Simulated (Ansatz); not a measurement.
Base system: BaMoO3 in the cubic perovskite structure (space group Pm-3m, No. 221; a = 4.0093 Å; a cell from a computed database, its experimental status unchecked). Axes: x, y, z lie along the cube axes.

Method: Kohn–Sham DFT with the PBEsol functional, run in Ansatz (an electronic-structure program) with PAW and 420 eV plane waves, no spin-orbit coupling.

Before the change:

| Property | Value |
|---|---|
| Pressure | 0.0 GPa |

The change: the symmetric strain tensor [-0.0091 0.0011 -0.0039; 0.0011 -0.0050 0.0132; -0.0039 0.0132 -0.0028]; the atoms relax in the strained cell.

**Question.** Predict the new energy relative to the base and pressure.

**Answer.** The energy rises by 5.3 meV/atom; the pressure (mean of the normal stresses, compression positive) goes from zero to 3.5 GPa.

Without a gap, meshes like the base's 12×12×12 leave anisotropic stresses uncertain by several tenths of a GPa, and small strain energies with them. Whether these cells are dynamically stable was not tested. No Hubbard U is applied, and correlation can decide whether such a compound is a metal. All final runs are without spin polarisation. Many cubic perovskites are stable only at high temperature; tilts and polar distortions were not tested.
